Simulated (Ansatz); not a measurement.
Band structure of ZnS (P6_3mc, 4 atoms in the cell).

```
ZnS
1.0
    3.80580     0.00000     0.00000
   -1.90290     3.29592     0.00000
    0.00000     0.00000     6.23798
Zn S
2 2
Direct
  0.33333   0.66667   0.00014
  0.66667   0.33333   0.50014
  0.33333   0.66667   0.37486
  0.66667   0.33333   0.87486
```

Method of the run: PBE (plane waves, PAW; Ansatz, a first-principles code).

Settings: basis.ecutwfc = 420 eV; kpoints.mp_grid.grid = 8 8 5; hamiltonian.xc = pbe; hamiltonian.pseudopotentials = {kind: paw} (the program's default PAW files); scf.occupations.method = fermi_dirac; scf.occupations.width = 0.05 eV; kpoints.band_path.npoints = 8.

The starting cell comes from a database of computed structures (which also holds hypothetical and non-ambient phases and stackings), without a prior relaxation at this level.

Problem. Predict the gap along the standard path and the places of the band edges.

Solution. The gap along the path is 2.22 eV, direct at Γ to within 0.01 eV.

Levels in eV from the top of the valence band on the path, bands 15 to 21:
```json
[
 {"point": "Γ", "15": "-0.90", "16": "-0.08", "17": "0.00", "18": "0.00", "19": "2.22", "20": "3.10", "21": "6.28"},
 {"point": "M", "15": "-3.29", "16": "-2.25", "17": "-1.69", "18": "-0.89", "19": "3.65", "20": "4.26", "21": "5.11"},
 {"point": "K", "15": "-3.87", "16": "-2.33", "17": "-2.33", "18": "-2.10", "19": "4.26", "20": "5.91", "21": "5.91"},
 {"point": "A", "15": "-0.47", "16": "-0.47", "17": "-0.47", "18": "-0.47", "19": "3.56", "20": "3.56", "21": "6.73"},
 {"point": "L", "15": "-1.64", "16": "-1.64", "17": "-1.63", "18": "-1.63", "19": "3.55", "20": "3.55", "21": "5.21"},
 {"point": "H", "15": "-3.06", "16": "-3.06", "17": "-1.36", "18": "-1.36", "19": "4.50", "20": "4.50", "21": "6.33"}
]
```

Keys are those of Ansatz 0.2.
